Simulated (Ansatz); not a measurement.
Worked example: self-consistent single point of a (001) slab of VAs2 (cut from a parent of space group no. 12; 6 atoms in the cell) in Ansatz (an electronic-structure program).

Method: PBEsol, default PAW files made with PBE (plane waves; Ansatz).

```
CELL_PARAMETERS angstrom
      4.78543     0.00000     0.00000
     -1.11726     3.07325     0.00000
      0.00000     0.00000    19.99451
ATOMIC_POSITIONS crystal
  As 0.62672 0.81336 0.46632
  As 0.07046 0.53523 0.53369
  As 0.02785 0.51392 0.35010
  As 0.66934 0.83467 0.64990
  V  0.20002 0.10001 0.43729
  V  0.49717 0.24859 0.56271
```

Reference input (self-consistent single point, DFT, PBEsol, plane waves, default PAW files made with PBE): basis.ecutwfc = 420 eV; kpoints.mp_grid.grid = 6 6 1; hamiltonian.xc = pbesol; hamiltonian.pseudopotentials = {kind: paw} (the program's default PAW files); scf.occupations.method = fermi_dirac; scf.occupations.width = 0.1 eV. This run's input differs from it in these lines:

Ansatz 0.2 input:
```diff
@@ -14,3 +14,3 @@
 basis:
-  ecutwfc: 420.0 eV
+  ecutwfc: 840.0 eV
 kpoints:
```

The program printed (abridged):

```
SCF iter   1: F=—  HF=-25022.124485 eV  |F-HF|=—  |Δ(HF+E_count)|=         —  Δρ=3.50e-3  dr2=2.43e-2  ethr=1.77e-3  ⟨swp⟩=7.9  Hψ=2581  notcnv=0
all-band conjugate gradients solve this SCF's bands
preconditioner: auto → LDOS
SCF iter   2: F=—  HF=-25022.121904 eV  |F-HF|=—  |Δ(HF+E_count)|=   2.58e-3  Δρ=1.67e-3  dr2=8.54e-3  ethr=2.82e-5  ⟨swp⟩=2.9  Hψ=1532  notcnv=0
SCF iter   3: F=—  HF=-25022.119506 eV  |F-HF|=—  |Δ(HF+E_count)|=   2.40e-3  Δρ=4.27e-4  dr2=7.64e-4  ethr=9.94e-6  ⟨swp⟩=2.0  Hψ=1314  notcnv=0
SCF iter   4: F=—  HF=-25022.119323 eV  |F-HF|=—  |Δ(HF+E_count)|=   1.83e-4  Δρ=1.18e-4  dr2=6.32e-5  ethr=8.88e-7  ⟨swp⟩=3.0  Hψ=1232  notcnv=0
SCF iter   5: F=—  HF=-25022.119374 eV  |F-HF|=—  |Δ(HF+E_count)|=   5.08e-5  Δρ=4.39e-5  dr2=1.05e-5  ethr=7.34e-8  ⟨swp⟩=3.2  Hψ=1263  notcnv=0
SCF iter   6: F=—  HF=-25022.119374 eV  |F-HF|=—  |Δ(HF+E_count)|=   6.48e-7  Δρ=1.53e-5  dr2=1.32e-6  ethr=1.22e-8  ⟨swp⟩=2.1  Hψ=1143  notcnv=0
SCF iter   7: F=-25022.119374 eV  HF=-25022.119374 eV  |F-HF|=4.17e-8  |Δ(HF+E_count)|=   3.35e-8  Δρ=3.93e-6  dr2=5.40e-8  ethr=1.16e-10  ⟨swp⟩=5.2  Hψ=3462  notcnv=0
SCF 1 converged in 7 iterations: F = -25022.119374 eV  dr2 = 5.40e-8
Free energy (F): -25022.119374 eV
Internal energy: -25021.921813 eV  (E = F + TS)
E sigma→0 (E₀):  -25022.020594 eV
Entropy (-TS):   -0.197561 eV (-32.927 meV/atom)
Fermi energy:    1.057936 eV
--- Forces (eV/Å), atoms counted from 1 ---
  atom   1  As     0.34963205     0.12710649    -0.44517042
  atom   2  As    -0.34963205    -0.12710649     0.44517042
  atom   3  As     0.03474251     0.01263042     0.77670127
  atom   4  As    -0.03474251    -0.01263042    -0.77670127
  atom   5  V     -0.27213591    -0.09893327    -0.33507992
  atom   6  V      0.27213591     0.09893327     0.33507992
--- Stress (GPa, compression-positive) ---
       -2.804338       0.697205       0.001668
        0.697205      -4.468676       0.000606
        0.001668       0.000606      -1.752255
  P = ⅓ Tr σ = -3.0084 GPa (-30.084 kbar)
  The stress holds the Pulay correction. Without it, at fixed plane waves, as pw.x and ABINIT print it: P = -3.0089 GPa
```

The run converged in 7 iterations. Against the reference run the free energy falls by 1.3 meV/atom and the largest force hardly changes (0.777 to 0.778 eV/Å).

The starting cell comes from a database of computed structures (which also holds hypothetical and non-ambient phases and stackings), without a prior relaxation at this level. The slab is cut from that crystal, and its faces are unrelaxed. Its lattice was rescaled by up to half a per cent. Spin polarisation is off, so a magnetic state, if there is one, cannot be reached.

Cost on one core of a shared machine: roughly 30 s.
